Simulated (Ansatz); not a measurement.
The starting structures come from a database of crystals and need not be the phases stable at ambient conditions.

Inside the gap of an insulator the Bloch states are evanescent, with a wavenumber k + iκ along the transport direction.

Input:

```
CsBrF
1.0
    6.09399     0.00000     0.00000
    3.04699     9.97284     0.00000
    3.04699     0.00000     3.04699
Cs Br F
2 2 2
Direct
  0.66931   0.66138   0.00000
  0.33069   0.33862   0.00000
  0.05993   0.88014   0.00000
  0.94007   0.11986   0.00000
  0.81597   0.36806   0.00000
  0.18403   0.63194   0.00000
```

The cell is taken as given.

Transport runs along the normal of the first two printed cell vectors, the (110) plane of the conventional cell.

No gap correction and no spin-orbit coupling; mid-gap is the computed energy nearest the middle.

Q: State the band gap and the smallest decay constant κ at mid-gap according to r2SCAN in Ansatz (a program for electronic structure).

A: Gap 2.90 eV on a 10×10×10 mesh; κ = 0.406 1/Å, at (0.000, 0.500) of the in-plane reciprocal vectors. At the zone centre the slowest state has κ = 0.45 1/Å.
